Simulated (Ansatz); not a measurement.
A self-consistent single point of Sc (P6_3/mmc, 4 atoms in the cell) with Ansatz (a first-principles code).

Computed with LDA (PW92), default PAW files made with PBE (plane waves; Ansatz).

```
CELL_PARAMETERS angstrom
      3.22198     0.00000     0.00000
     -1.61099     2.79031     0.00000
      0.00000     0.00000    10.36672
ATOMIC_POSITIONS crystal
  Sc 0.00000 0.00000 0.00000
  Sc 0.00000 0.00000 0.50000
  Sc 0.33333 0.66667 0.25000
  Sc 0.66667 0.33333 0.75000
```

Reference input (self-consistent single point, DFT, PBE, plane waves, default PAW files): basis.ecutwfc = 30.9 Ry; kpoints.mp_grid.grid = 8 8 3; hamiltonian.xc = pbe; hamiltonian.pseudopotentials = {kind: paw} (the program's default PAW files); scf.occupations.method = fermi_dirac; scf.occupations.width = 0.0073 Ry. This run's input differs from it in these lines:

Ansatz 0.2 input:
```diff
@@ -15,3 +15,3 @@
 hamiltonian:
-  xc: pbe
+  xc: lda
   pseudopotentials: { kind: paw }
```

Output (repeated stretches shortened):

```
SCF iter   1: F=—  HF=-8356.074335 eV  |F-HF|=—  |Δ(HF+E_count)|=         —  Δρ=4.63e-3  dr2=1.53e-2  ethr=1.77e-3  ⟨swp⟩=4.6  Hψ=2185  notcnv=0
all-band conjugate gradients solve this SCF's bands
preconditioner: auto → Kerker (q_TF=auto, 2.407 Å⁻¹)
SCF iter   2: F=—  HF=-8356.073038 eV  |F-HF|=—  |Δ(HF+E_count)|=   1.30e-3  Δρ=2.52e-3  dr2=3.25e-3  ethr=3.47e-5  ⟨swp⟩=1.1  Hψ=705  notcnv=0
SCF iter   3: F=—  HF=-8356.073558 eV  |F-HF|=—  |Δ(HF+E_count)|=   5.20e-4  Δρ=5.44e-4  dr2=2.39e-4  ethr=7.38e-6  ⟨swp⟩=1.8  Hψ=580  notcnv=0
SCF iter   4: F=—  HF=-8356.073560 eV  |F-HF|=—  |Δ(HF+E_count)|=   2.44e-6  Δρ=8.76e-5  dr2=4.52e-6  ethr=5.43e-7  ⟨swp⟩=2.0  Hψ=631  notcnv=0
SCF iter   5: F=—  HF=-8356.073563 eV  |F-HF|=—  |Δ(HF+E_count)|=   3.06e-6  Δρ=1.98e-5  dr2=3.27e-7  ethr=1.03e-8  ⟨swp⟩=3.3  Hψ=1155  notcnv=0
SCF iter   6: F=-8356.073579 eV  HF=-8356.073579 eV  |F-HF|=1.31e-8  |Δ(HF+E_count)|=   1.56e-5  Δρ=4.90e-6  dr2=2.99e-8  ethr=2.27e-10  ⟨swp⟩=5.4  Hψ=1863  notcnv=0
SCF 1 converged in 6 iterations: F = -8356.073579 eV  dr2 = 2.99e-8
Free energy (F): -8356.073579 eV
Internal energy: -8355.842397 eV  (E = F + TS)
E sigma→0 (E₀):  -8355.957988 eV
Entropy (-TS):   -0.231182 eV (-57.796 meV/atom)
Fermi energy:    9.670862 eV
--- Forces (eV/Å), atoms counted from 1 ---
  atom   1  Sc     0.00000000    -0.00000000     0.00000000
   [... zero for the other atoms too ...]
--- Stress (GPa, compression-positive) ---
       -1.813330       0.000000       0.000000
        0.000000      -1.813330       0.000000
        0.000000       0.000000      -2.354092
  P = ⅓ Tr σ = -1.9936 GPa (-19.936 kbar)
  The stress holds the Pulay correction. Without it, at fixed plane waves, as pw.x and ABINIT print it: P = -2.0021 GPa
```

The run converged in 6 iterations. Against the reference run the pressure goes from 3.39 to -1.99 GPa.

The starting cell was generated: these elements placed on a structure prototype, without a prior relaxation; it need not be a known phase or ordering of this composition. Its lattice was rescaled by a random factor within 2.5 % of one. Ansatz's pressure includes its estimate of the finite-basis (Pulay) stress.
